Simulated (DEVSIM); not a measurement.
Device: Al0.35Ga0.65As/GaAs p-n heterojunction, at 450 K.

Layer 1 from the left is Al0.35Ga0.65As, thickness (μm) 0.450, Na (cm⁻³) 1.3e18, τn (s) 2.3e-8, τp (s) 2.3e-8. Layer 2 from the left is GaAs, thickness (μm) 3.10, Nd (cm⁻³) 6.7e15, τn (s) 2.3e-8, τp (s) 2.3e-8.

Left contact: ohmic. Right contact: ohmic. Voltage is applied to the left contact. Recombination: SRH at mid-gap, radiative, Auger. Mobility is μmin + (μ − μmin)/(1 + (N/Nref)^α).

This is a model device: material constants are rounded textbook-type values typed into the input, and sizes, dopings and lifetimes were drawn at random. Values at 300 K; Nc and Nv go as T^1.5, mobilities as T to minus their exponent, the gap by Varshni's rule with the affinity fixed.

Al0.35Ga0.65As: gap (eV) 1.8604, affinity (eV) 3.7935, permittivity 11.91, Nc (cm⁻³) 7.44e17, Nv (cm⁻³) 9e18, μn (cm²/Vs) 3495, μp (cm²/Vs) 176, μn,min 500, μp,min 20, Nref,n 6e16, Nref,p 1.5e17, αn 0.39, αp 0.38, T exponent of μn 2.1, T exponent of μp 2.2, B (cm³/s) 2e-10, Cn (cm⁶/s) 1e-30, Cp (cm⁶/s) 1e-30, Varshni α (eV/K) 0.000541, Varshni β (K) 204. GaAs: gap (eV) 1.424, affinity (eV) 4.07, permittivity 12.9, Nc (cm⁻³) 4.7e17, Nv (cm⁻³) 9e18, μn (cm²/Vs) 8500, μp (cm²/Vs) 400, μn,min 500, μp,min 20, Nref,n 6e16, Nref,p 1.5e17, αn 0.39, αp 0.38, T exponent of μn 2.1, T exponent of μp 2.2, B (cm³/s) 2e-10, Cn (cm⁶/s) 1e-30, Cp (cm⁶/s) 1e-30, Varshni α (eV/K) 0.000541, Varshni β (K) 204.

Simulated with DEVSIM: 1D drift-diffusion, Boltzmann statistics, complete ionisation; no tunnelling, impact ionisation, image-force lowering or self-heating. Band offsets follow the typed affinities; no thermionic-emission limit at abrupt steps, no polarisation charge.

Task: What does the simulation give for the dark forward voltage at 1 A/cm², the dark forward voltage at 100 A/cm², the largest field in the device at zero bias, the potential step across the device at zero bias?

Result: dark forward voltage at 1 A/cm² 0.739 V; dark forward voltage at 100 A/cm² 0.965 V; largest field in the device at zero bias 190000 V/cm; potential step across the device at zero bias 1.226 V.
